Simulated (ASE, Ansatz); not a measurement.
A thermal frame of composition ZrCu, cell Zr24Cu24, first heated far above this temperature, then brought to it [in the CHGNet run: it was liquid; mean temperature 1520 K (target 1510 K); density 6.77 g/cm³, volume +5 % from the start cell's], from MD with the machine-learned potential CHGNet 0.3.0 in ASE at 1510 K. All values below come from PBE (plane waves, PAW; Ansatz, a program for electronic structure).

- plane-wave cutoff = 420 eV
- k-points = one point, (1/4, 1/4, 1/4)
- Fermi-Dirac width = 0.130 eV
- spin = not polarised; no spin-orbit coupling

A check of the k-sampling: on the last frame of the same run a denser mesh moved the PBE forces by 0.051 eV/Å rms, the static pressure by -0.01 GPa and the free energy by -1 meV/atom.

```yaml
crystal:
  lattice:
    - [9.69267, 0.00000, 0.00000]
    - [0.00000, 9.69267, 0.00000]
    - [0.00000, 0.00000, 9.69267]
  atoms:
    - { symbol: Cu, position: [0.48827, 0.62658, 0.97858] }
    - { symbol: Cu, position: [0.55779, 0.83925, 0.25585] }
    - { symbol: Cu, position: [0.47568, 0.60781, 0.20679] }
    - { symbol: Cu, position: [0.07240, 0.01774, 0.87478] }
    - { symbol: Cu, position: [0.35470, 0.51326, 0.45565] }
    - { symbol: Cu, position: [0.03958, 0.64165, 0.02755] }
    - { symbol: Cu, position: [0.57704, 0.88088, 0.99125] }
    - { symbol: Cu, position: [0.59643, 0.80687, 0.77434] }
    - { symbol: Cu, position: [0.37070, 0.17888, 0.56835] }
    - { symbol: Cu, position: [0.20890, 0.49789, 0.68738] }
    - { symbol: Cu, position: [0.43173, 0.09235, 0.02179] }
    - { symbol: Cu, position: [0.82088, 0.90576, 0.41035] }
    - { symbol: Cu, position: [0.12636, 0.62610, 0.51270] }
    - { symbol: Cu, position: [0.14395, 0.19402, 0.71783] }
    - { symbol: Cu, position: [0.90989, 0.72351, 0.53998] }
    - { symbol: Cu, position: [0.38676, 0.28760, 0.81645] }
    - { symbol: Cu, position: [0.82605, 0.83056, 0.93457] }
    - { symbol: Cu, position: [0.57377, 0.12715, 0.77852] }
    - { symbol: Cu, position: [0.18848, 0.20771, 0.96379] }
    - { symbol: Cu, position: [0.89248, 0.49913, 0.40986] }
    - { symbol: Cu, position: [0.88358, 0.47370, 0.96339] }
    - { symbol: Cu, position: [0.99483, 0.79036, 0.27441] }
    - { symbol: Cu, position: [0.02472, 0.86644, 0.03907] }
    - { symbol: Cu, position: [0.37808, 0.08875, 0.28996] }
    - { symbol: Zr, position: [0.62664, 0.69774, 0.46523] }
    - { symbol: Zr, position: [0.58441, 0.35942, 0.61907] }
    - { symbol: Zr, position: [0.11642, 0.74641, 0.78443] }
    - { symbol: Zr, position: [0.86618, 0.19293, 0.86866] }
    - { symbol: Zr, position: [0.79500, 0.61340, 0.75024] }
    - { symbol: Zr, position: [0.33139, 0.95552, 0.75594] }
    - { symbol: Zr, position: [0.35757, 0.32648, 0.16238] }
    - { symbol: Zr, position: [0.60793, 0.36328, 0.93077] }
    - { symbol: Zr, position: [0.75571, 0.66905, 0.15731] }
    - { symbol: Zr, position: [0.72160, 0.05965, 0.12668] }
    - { symbol: Zr, position: [0.60436, 0.36045, 0.29082] }
    - { symbol: Zr, position: [0.28835, 0.85759, 0.08144] }
    - { symbol: Zr, position: [0.20916, 0.60031, 0.24745] }
    - { symbol: Zr, position: [0.17270, 0.32028, 0.42678] }
    - { symbol: Zr, position: [0.31892, 0.83003, 0.45473] }
    - { symbol: Zr, position: [0.96401, 0.36118, 0.17641] }
    - { symbol: Zr, position: [0.45120, 0.61299, 0.68401] }
    - { symbol: Zr, position: [0.96240, 0.37865, 0.63440] }
    - { symbol: Zr, position: [0.83990, 0.18087, 0.42689] }
    - { symbol: Zr, position: [0.82586, 0.96172, 0.67426] }
    - { symbol: Zr, position: [0.06873, 0.01722, 0.50906] }
    - { symbol: Zr, position: [0.07234, 0.07854, 0.23372] }
    - { symbol: Zr, position: [0.58000, 0.03743, 0.48687] }
    - { symbol: Zr, position: [0.25658, 0.49410, 0.93402] }
```

### Question
Give the forces on all atoms (eV/Å), the static pressure (no kinetic part).

### Answer

```tsv
atom	Fx Fy Fz
Cu1	0.473 0.684 -1.370
Cu2	-0.550 1.404 -0.410
Cu3	0.037 -0.467 1.325
Cu4	0.003 -0.481 -0.871
Cu5	1.552 -0.056 -0.639
Cu6	-0.048 -0.922 0.682
Cu7	-0.563 -0.276 0.760
Cu8	0.608 0.903 -0.963
Cu9	-0.692 -0.136 0.129
Cu10	0.245 -1.356 -0.594
Cu11	0.270 0.258 -0.213
Cu12	-0.760 0.335 -1.688
Cu13	-0.374 0.231 -0.960
Cu14	0.352 0.459 -0.459
Cu15	0.433 -0.019 -0.050
Cu16	-1.047 -0.413 -0.744
Cu17	-1.053 0.302 -0.764
Cu18	0.668 -1.050 0.101
Cu19	-0.015 0.236 0.917
Cu20	-0.469 0.225 -0.584
Cu21	-0.683 -0.408 -0.974
Cu22	0.552 -0.238 0.514
Cu23	-0.090 1.281 1.386
Cu24	-0.050 -0.438 0.140
Zr25	0.488 -1.097 0.136
Zr26	1.380 -0.827 -0.645
Zr27	-0.890 0.107 -0.644
Zr28	0.163 1.043 0.443
Zr29	-0.659 -0.152 0.318
Zr30	1.186 0.688 0.219
Zr31	-1.056 0.447 -0.632
Zr32	0.756 0.874 1.435
Zr33	0.473 0.002 -0.304
Zr34	0.182 0.356 0.749
Zr35	0.974 -0.096 0.753
Zr36	1.082 -0.288 0.143
Zr37	-1.211 0.142 -0.412
Zr38	-0.228 -0.760 -0.040
Zr39	0.095 0.316 -0.409
Zr40	0.343 -0.383 0.438
Zr41	-0.851 0.937 1.485
Zr42	-0.506 0.330 0.921
Zr43	-0.459 1.362 -0.541
Zr44	-0.461 -0.776 1.194
Zr45	1.055 -1.212 1.732
Zr46	0.491 -0.206 -1.988
Zr47	-0.573 -0.522 -0.296
Zr48	-0.574 -0.343 1.272
```
* **static pressure (no kinetic part)**: -1.16 GPa
